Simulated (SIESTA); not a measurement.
A self-consistent single point of LaAl₂ (Fd-3m, 6 atoms in the cell) with SIESTA.

Method of the run: SIESTA with GGA PBEsol, numerical atomic orbitals DZP, PseudoDojo PBEsol standard norm-conserving potentials (rewritten from UPF to PSML).

The change in words: lattice scaled by 0.98. Reference geometry:
```
LaAl2
1.0
    0.00000     4.06447     4.06447
    4.06447     0.00000     4.06447
    4.06447     4.06447     0.00000
La Al
2 4
Direct
  0.00000   0.00000   0.00000
  0.25000   0.25000   0.25000
  0.62500   0.62500   0.62500
  0.12500   0.62500   0.62500
  0.62500   0.62500   0.12500
  0.62500   0.12500   0.62500
```

Reference input (self-consistent single point, DFT, GGA PBEsol, numerical atomic orbitals DZP, PseudoDojo PBEsol standard norm-conserving potentials (rewritten from UPF to PSML)): XC.functional = GGA; XC.authors = PBEsol; potentials = PseudoDojo PBEsol standard; PAO.BasisSize = DZP; PAO.EnergyShift = 0.005 Ry; MeshCutoff = 350 Ry; kgrid.MonkhorstPack = 5 5 5; OccupationFunction = MP; OccupationMPOrder = 0; ElectronicTemperature = 0.272 eV; MaxSCFIterations = 150; SCF.Mixer.Method = Pulay. This run's input differs from it in these lines:

```diff
@@ -12,5 +12,5 @@
 %block LatticeVectors
-     0.000000000    4.064465000    4.064465000
-     4.064465000    0.000000000    4.064465000
-     4.064465000    4.064465000    0.000000000
+     0.000000000    3.983176000    3.983176000
+     3.983176000    0.000000000    3.983176000
+     3.983176000    3.983176000    0.000000000
 %endblock LatticeVectors
@@ -19,7 +19,7 @@
      0.000000000    0.000000000    0.000000000  1
-     3.840362847    3.840362847    3.840362847  1
-     9.600907116    9.600907116    9.600907116  2
-     9.600907116    5.760544270    5.760544270  2
-     5.760544270    5.760544270    9.600907116  2
-     5.760544270    9.600907116    5.760544270  2
+     3.763555873    3.763555873    3.763555873  1
+     9.408889683    9.408889683    9.408889683  2
+     9.408889683    5.645333810    5.645333810  2
+     5.645333810    5.645333810    9.408889683  2
+     5.645333810    9.408889683    5.645333810  2
 %endblock AtomicCoordinatesAndAtomicSpecies
```

Output, abridged:

```
        iscf     Eharris(eV)        E_KS(eV)     FreeEng(eV)     dDmax    Ef(eV) dHmax(eV)
   scf:    1    -2131.809065    -2164.484414    -2164.609873  1.572769 -6.011762  1.741075
   scf:    2    -2164.639884    -2164.566369    -2164.694201  0.021071 -6.031470  1.348919
   scf:    3    -2164.710797    -2164.660908    -2164.794508  0.059113 -6.082745  0.396274
   scf:    4    -2164.697366    -2164.682236    -2164.816471  0.073043 -6.105969  0.068446
   scf:    5    -2164.669609    -2164.678022    -2164.813789  0.005823 -6.117351  0.144015
   scf:    6    -2164.684635    -2164.682584    -2164.817066  0.005458 -6.110248  0.007214
   scf:    7    -2164.682396    -2164.682570    -2164.816736  0.001213 -6.108681  0.040719
   scf:    8    -2164.682162    -2164.682493    -2164.817077  0.001213 -6.110672  0.001525
   scf:    9    -2164.682518    -2164.682506    -2164.817077  0.000039 -6.110609  0.000175
SCF Convergence by DM+H criterion
max |DM_out - DM_in|         :     0.0000387391
max |H_out - H_in|      (eV) :     0.0001745134
SCF cycle converged after 9 iterations

Using DM_out to compute the final energy and forces

siesta: E_KS(eV) =            -2164.6825

siesta: E_KS - E_eggbox =     -2164.6825

siesta: Atomic forces (eV/Ang):
     1   -0.000002   -0.000002   -0.000002
     2    0.000002    0.000002    0.000002
     3   -0.000091   -0.000091   -0.000091
     4   -0.000091    0.000091    0.000091
     5    0.000091    0.000091   -0.000091
     6    0.000091   -0.000091    0.000091
   Tot    0.000000    0.000000    0.000000
   Max    0.000091
   Res    0.000074    sqrt( Sum f_i^2 / 3N )
   Max    0.000091    constrained

   [... lines left out ...]
siesta: FreeEng =     -2164.817077
siesta: Cell volume =        126.391680 Ang**3
siesta:          44.73004225         44.73458117  kBar
   [... lines left out ...]
   4  3.165   1.153   0.104  -0.152  -0.152  -0.152   0.588   0.588   0.588
   [... 5 lines left out ...]

mulliken: Qtot =       34.000

Mulliken Atomic Populations:
Atom #   charge [q] valence [e]  Species
     1     0.328160   10.671840  La
     2     0.330406   10.669594  La
     3    -0.164642    3.164642  Al
     4    -0.164641    3.164641  Al
     5    -0.164641    3.164641  Al
     6    -0.164641    3.164641  Al
 Total     0.000000
```

The run converged in 9 iterations. Against the reference run the free energy goes up by 16.6 meV/atom and the pressure goes from -0.18 to 4.47 GPa.

The starting cell comes from a database of computed structures (which also holds hypothetical and non-ambient phases and stackings), without a prior relaxation at this level. For this run, on top of that: lattice scaled by 0.98. Values carry the incompleteness of an atom-centred basis. With a pressure of about 4 GPa the cell is away from its equilibrium volume at this level.

Cost on one core of a shared machine: roughly 3 min.
